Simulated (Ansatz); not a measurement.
**What isotropic strain −1.50 % does to MgSe**

Start from MgSe in the rock salt structure (space group Fm-3m, No. 225; a = 5.472 Å).

Perturbation: an isotropic linear strain of −1.50 %; the atoms relax in the strained cell.

Computed with r2SCAN (Ansatz, a program for electronic structure; PAW; 500 eV plane waves; no spin-orbit coupling). Γ-centred 10×10×10 mesh, Fermi–Dirac width 0.05 eV.

Space group: Fm-3m (No. 225) (base Fm-3m (No. 225))
Shortest interatomic distance: 2.695 Å (base 2.736 Å)
Energy relative to the base (free energy F): +8.9 meV/atom
Pressure: 3.28 GPa (base -0.01 GPa)
Band gap: 2.56 eV (base 2.48 eV)
Gap character: indirect, Γ → X (base indirect, Γ → X)
Smallest direct gap: 3.77 eV (base 3.44 eV)
Mean gap deformation potential ΔEg/Δln V: -1.7 eV
Width of the top valence band: 2.61 eV (base 2.47 eV)
Electron mass: 0.49 mₑ along k, 0.25 mₑ across (at X) (base 0.48 mₑ along k, 0.25 mₑ across (at X))
Valley order (the lowest conduction-band minima on the path, energy above the VBM, named in the base's zone): X along ⟨100⟩ 2.56 eV; Γ 3.77 eV (base X along ⟨100⟩ 2.48 eV; Γ 3.44 eV)

Final structure:

```
MgSe
1.0
    0.00000     2.69514     2.69514
    2.69514     0.00000     2.69514
    2.69514     2.69514     0.00000
Mg Se
1 1
Direct
  0.00000   0.00000   0.00000
  0.50000   0.50000   0.50000
```

Masses are band curvatures over ±0.01 Å⁻¹ around the edge. Along k means along the line from Γ to the band edge. Whether these cells are dynamically stable was not tested.
